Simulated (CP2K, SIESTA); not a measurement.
A CP2K input for a self-consistent single point of SrAl₂ (Imma, 6 atoms in the cell) (DFT LDA (Pade form), GPW, DZVP-MOLOPT-SR-GTH basis, GTH-PADE potentials (GTH_POTENTIALS)):

```
&GLOBAL
  PROJECT run
  RUN_TYPE ENERGY_FORCE
  PRINT_LEVEL MEDIUM
&END GLOBAL
&FORCE_EVAL
  METHOD Quickstep
  STRESS_TENSOR ANALYTICAL
  &DFT
    BASIS_SET_FILE_NAME BASIS_MOLOPT
    POTENTIAL_FILE_NAME GTH_POTENTIALS
    &QS
      METHOD GPW
      EPS_DEFAULT 1E-11
    &END QS
    &MGRID
      CUTOFF 500
      REL_CUTOFF 50
      NGRIDS 5
    &END MGRID
    &SCF
      SCF_GUESS ATOMIC
      EPS_SCF 1E-7
      MAX_SCF 100
      ADDED_MOS 6
      &DIAGONALIZATION
        ALGORITHM STANDARD
      &END DIAGONALIZATION
      &MIXING
        METHOD BROYDEN_MIXING
        ALPHA 0.3
        NBUFFER 12
        BETA 1.5
      &END MIXING
      &SMEAR ON
        METHOD GAUSSIAN
        SIGMA [eV] 0.1
      &END SMEAR
    &END SCF
    &KPOINTS
      SCHEME MONKHORST-PACK 6 6 6
      GAMMA_CENTERED T
    &END KPOINTS
    &XC
      &XC_FUNCTIONAL PADE
      &END XC_FUNCTIONAL
    &END XC
    &PRINT
      &MO
        EIGENVALUES T
        OCCUPATION_NUMBERS T
        NDIGITS 8
        FILENAME mo
        &EACH
          QS_SCF 0
        &END EACH
        ADD_LAST NUMERIC
      &END MO
      &MULLIKEN ON
      &END MULLIKEN
    &END PRINT
  &END DFT
  &SUBSYS
    &CELL
      A 6.11292600 0.00000000 0.00000000
      B -0.96324500 6.03655700 0.00000000
      C -0.94166000 -4.41151700 4.12548900
      PERIODIC XYZ
    &END CELL
    &COORD
      Sr       0.59954744     0.01346066     3.09411675
      Sr       3.60847356     1.61157934     1.03137225
      Al       0.44075617     3.16351172     1.77998348
      Al       3.76726483    -1.53847172     2.34550552
      Al       4.67692631     4.76453947     0.28276102
      Al      -0.46890531    -3.13949947     3.84272798
    &END COORD
    &KIND Sr
      BASIS_SET DZVP-MOLOPT-SR-GTH-q10
      POTENTIAL GTH-PADE-q10
    &END KIND
    &KIND Al
      BASIS_SET DZVP-MOLOPT-SR-GTH-q3
      POTENTIAL GTH-PADE-q3
    &END KIND
  &END SUBSYS
  &PRINT
    &FORCES ON
    &END FORCES
    &STRESS_TENSOR ON
    &END STRESS_TENSOR
  &END PRINT
&END FORCE_EVAL
```

Q: Give the SIESTA input for the same structure, mesh, smearing and functional.

A: This is the input that was run; spellings and numerical settings could be chosen otherwise.

```
# files in the folder: Sr.psml Al.psml (PseudoDojo LDA standard)
SystemName  SrAl2
SystemLabel sral2

NumberOfAtoms                6
NumberOfSpecies              2
%block ChemicalSpeciesLabel
  1 38 Sr
  2 13 Al
%endblock ChemicalSpeciesLabel
LatticeConstant              1.0 Ang
%block LatticeVectors
    -2.412938000    3.975649000    3.967343000
     2.412938000   -3.975649000    3.967343000
     2.412938000    3.975649000   -3.967343000
%endblock LatticeVectors
AtomicCoordinatesFormat      Ang
%block AtomicCoordinatesAndAtomicSpecies
     2.412938000    1.987824500    0.399352746  1
    -0.000000000    1.987824500    3.567990254  1
     2.412938000   -0.544981965    2.692794388  2
    -0.000000000    4.520630965    1.274548612  2
    -0.000000000    0.544981965    6.660137388  2
     2.412938000    3.430667035   -2.692794388  2
%endblock AtomicCoordinatesAndAtomicSpecies

XC.functional                LDA
XC.authors                   PW92
PAO.BasisSize                DZP
PAO.EnergyShift              0.005 Ry
MeshCutoff                   300 Ry
%block kgrid.MonkhorstPack
    6   0   0  0.0
    0   6   0  0.0
    0   0   6  0.0
%endblock kgrid.MonkhorstPack
OccupationFunction           MP
OccupationMPOrder            0
ElectronicTemperature        1160.45 K

MaxSCFIterations             150
SCF.Mixer.Method             Pulay
SCF.Mixer.Weight             0.2
SCF.Mixer.History            8
SCF.DM.Tolerance             1.0E-04
Diag.ParallelOverK           true
WriteForces                  true
```

Basis, cutoffs, solver keys and any potentials are the target program's own. This input uses DFT, LDA PW92, numerical atomic orbitals DZP, PseudoDojo LDA standard norm-conserving potentials (rewritten from UPF to PSML). LDA parametrisations can differ slightly between programs.

The starting cell comes from a database of computed structures (which also holds hypothetical and non-ambient phases and stackings), without a prior relaxation at this level. Its lattice was rescaled by a random factor within 2.5 % of one. For this run, on top of that: lattice scaled by 0.98.
